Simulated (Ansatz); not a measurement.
System: Ti (model structure, started from the diamond type, Fd-3m, No. 227, 2 atoms in the cell). Method: r²SCAN in Ansatz (plane waves, PAW).

The input as run:

Ansatz 0.2 input:
```yaml
crystal:
  lattice:
    - [0.0, 2.7567728026, 2.7567728026]
    - [2.7567728026, 0.0, 2.7567728026]
    - [2.7567728026, 2.7567728026, 0.0]
  atoms:
    - { symbol: Ti, position: [0.25, 0.25, 0.25] }
    - { symbol: Ti, position: [0.0, 0.0, 0.0] }
basis:
  ecutwfc: 560
  ecutrho_ratio: 4
  xc_grid: 3
kpoints:
  mp_grid: { grid: [16, 16, 16] }
hamiltonian:
  xc: r2scan
  dispersion: none
  pseudopotentials: { kind: paw }
scf:
  occupations: { method: fermi_dirac, width: 0.05 }
output:
  forces: true
  stress: true
  eigenvalues: true
relax:
  f_tol: 0.004
  escape_saddle: false
  max_steps: 80
```

From the output:

```
WARN output.stress: scf.convergence.dr2_threshold = 1e-7 eV (the SCF's general default) is looser than the 2e-10 eV advised for a printed stress (1e-10 eV for …
Relaxation: its limit of steps is 80 (relax.max_steps)
Crystal: 2 atoms, lattice volume = 41.902 Å³
Basis set: ecut = 560 eV, 1243 PW (Γ), exchange–correlation on 96×96×96 points (27 copies of the dense FFT grid, shifted against one another)
Bands: 16, of which v1, the nominal top of the filled ones, is band 12 counted from 1 (11 counted from 0)
Symmetry: 48 space group operations
Space group: Fd-3m (ITA 227), of the structure as read, at distance tolerance 3.5e-5 Å
k-points: 145 of 4096
Functional: x = r2scan, c = r2scan; τ floored in thin density (d = 2e-4 eV/Å³)
SCF iter   1: F=—  HF=-5003.478931 eV  |F-HF|=—  |Δ(HF+E_count)|=         —  Δρ=1.84e-2  dr2=1.22e-1  dr2_τ=2.91e-2
SCF iter   2: F=—  HF=-5003.589892 eV  |F-HF|=—  |Δ(HF+E_count)|=   1.11e-1  Δρ=7.11e-3  dr2=1.05e-2  dr2_τ=1.61e-3
  ...
SCF 1 converged in 8 iterations: F = -5003.606299 eV  dr2 = 1.52e-8
relax step   1: F+E_penalty+E_count = -5003.60629896 eV  Δ(F+E_penalty+E_count) = +0.000e0 eV  max|allowed force component| = 7.401e-17 eV/Å  Δτ_max = 0.0000 Å  (8 SCF iters, accepted)
Crystal: 2 atoms, lattice volume = 41.902 Å³
Initial density: handed on by an earlier stage of this run
SCF iter   1: F=—  HF=-5003.606299 eV  |F-HF|=—  |Δ(HF+E_count)|=         —  Δρ=6.09e-6  dr2=1.52e-8  dr2_τ=7.73e-10
SCF iter   2: F=-5003.606299 eV  HF=-5003.606299 eV  |F-HF|=1.45e-8  |Δ(HF+E_count)|=   1.03e-8  Δρ=3.36e-6  dr2=4.49e-9  dr2_τ=1.56e-10
SCF 2 converged in 2 iterations: F = -5003.606299 eV  dr2 = 4.49e-9
SCF converged after 2 iterations
Free energy (F): -5003.606299 eV
Internal energy: -5003.553666 eV  (E = F + TS)
E sigma→0 (E₀):  -5003.579983 eV
Fermi energy:    10.430065 eV
--- Forces (eV/Å), atoms counted from 1 ---
  atom   1  Ti     0.00000000    -0.00000000     0.00000000
  atom   2  Ti     0.00000000     0.00000000     0.00000000
--- Stress (GPa, compression-positive) ---
        0.675400      -0.000000       0.000000
       -0.000000       0.675400       0.000000
       -0.000000      -0.000000       0.675400
  P = ⅓ Tr σ = 0.6754 GPa (6.754 kbar)
```

The cell is one volume of an energy–volume scan, off the minimum.

The PAW data were made under PBE.

Note: the run has no spin polarisation, so it can have missed a magnetic state. Note: the relaxation could raise the start's symmetry but not lower it, so the cell can be a saddle point.

A model structure was made by putting elements into a prototype or built by hand; it is no filed structure, need not be a known phase, and can be a saddle point held by its symmetry.

Ansatz is a program for electronic structure.
